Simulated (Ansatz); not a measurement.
Start from La (space group P6_3/mmc, No. 194; a = 3.770 Å, c = 12.081 Å).

(Cell as relaxed with PBE.)

Levels (all Ansatz, a program for electronic structure, PAW, earlier PAW set): PBE (420 eV, no SOC); r2SCAN (500 eV, no SOC).

Each level relaxes its own structure.

```csv
base,PBE,r2SCAN
volume per atom,37.18 Å³,37.31 Å³
lattice parameter a,7.125 bohr,7.152 bohr
band gap,zero,zero
```

One thing is altered: full substitution La → Sc, then cell and atoms are relaxed.

```csv
quantity,PBE,r2SCAN
lattice parameter a,6.221 bohr,…
c/a ratio,3.190,…
```

### Question
What does r2SCAN give?

### Answer

- lattice parameter a, r2SCAN: 6.261 bohr
- c/a ratio, r2SCAN: 3.181

PBE's lattice parameter a lies 0.040 bohr below r2SCAN's (0.6 %); PBE's c/a ratio lies 0.0095 above r2SCAN's. Neither level is exact; r2SCAN is the comparison here, not a measurement.

Stability against distortions was not tested. All final runs are without spin polarisation.
